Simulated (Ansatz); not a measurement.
The reference is Si in the diamond structure (space group Fd-3m, No. 227; a = 5.4443 Å).

Modification: a hydrostatic pressure of 0.3 GPa.

Levels (all Ansatz, a program for electronic structure, PAW): r2SCAN (500 eV, no spin-orbit coupling); HSE06+SOC (420 eV, spin-orbit coupling included).

The geometry is relaxed with r2SCAN.

| Quantity | Result |
|---|---|
| r2SCAN lowest conduction level above the VBM at special points | X 0.91 eV; U 1.43 eV; K 1.43 eV; Γ 2.74 eV |
| r2SCAN valence-band top at Γ | 0.00, 0.00, 0.00 eV |

With HSE06+SOC at the same geometry, the lowest conduction level above the VBM at special points goes from X 0.91 eV; U 1.43 eV; K 1.43 eV; Γ 2.74 eV to X 1.26 eV; U 1.80 eV; K 1.80 eV; Γ 3.27 eV; the valence-band top at Γ (three highest Kramers pairs, from the VBM) goes from 0.00, 0.00, 0.00 eV to 0.00, 0.00, -0.05 eV. The threefold valence maximum splits by Δso ≈ 0.05 eV.

Single points use the geometry relaxed with r2SCAN. Their cutoffs differ, which shifts pressures a little. HSE06 was sampled on its mesh, a few special points and the semilocal edge points, so its gap is an upper bound. Differences between runs with and without spin-orbit coupling are approximate. The levels and masses belong to the bands next to the band gap. Load acts through the strain it causes; cell and atoms are relaxed under it. No phonon test of stability was made.
